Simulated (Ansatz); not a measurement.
System: Al-vacancy pair (Al on one host Ag site, one Ag site vacant) in fcc Ag (neutral cell). All values below come from PBE, PAW (plane waves to 420 eV; Ansatz, a program for electronic structure).

32-site cell at the relaxed PBE lattice, a 2×2×2 k-point mesh shifted by half a step, smearing 0.10 eV, spin-restricted, no finite-size correction. Energies are static. Forms of the defect that were not tried may lie lower.

Barriers: single points on a 4×4×4 k-point mesh shifted by half a step at the bands' geometries (they differ from the bands' own by up to 0.13 eV, and are uncertain by about as much).

The step: Al and the vacancy change places (Al-vacancy distance between ideal sites 2.93 Å throughout). Atoms about the jump, Cartesian Å from the middle of the jump, before and after:

```
atom     x0     y0     z0     x1     y1     z1
----  -----  -----  -----  -----  -----  -----
Al1    0.00  -1.06  -1.06   0.00   1.06   1.06
Ag2   -1.98   1.00  -1.00  -1.98   1.00  -1.00
Ag3    1.97   1.00  -1.00   1.97   1.00  -1.00
Ag4    1.98  -1.00   1.00   1.98  -1.00   1.00
Ag5   -1.98  -1.00   1.00  -1.98  -1.00   1.00
Ag6    0.00   3.11  -1.02   0.00   3.10  -1.02
Ag7    0.00   1.02  -3.10   0.00   1.02  -3.11
Ag8    0.00  -3.10   1.02   0.00  -3.11   1.02
Ag9    0.00  -1.02   3.11   0.00  -1.02   3.10
```

Problem. Where do these atoms stand at the saddle point, and how high is it?

Solution. 
```tsv
atom	x	y	z
Al1	0.00	0.00	-0.01
Ag2	-2.15	1.03	-1.05
Ag3	2.15	1.03	-1.05
Ag4	2.14	-1.04	1.03
Ag5	-2.14	-1.04	1.03
Ag6	0.00	3.03	-0.99
Ag7	0.00	0.98	-3.05
Ag8	0.00	-3.04	0.97
Ag9	0.00	-0.98	3.03
```
It lies 0.45 eV above the start and 0.45 eV above the end. The saddle point's order was not checked, and it lies on a symmetry element of the cell, where a band can be held.
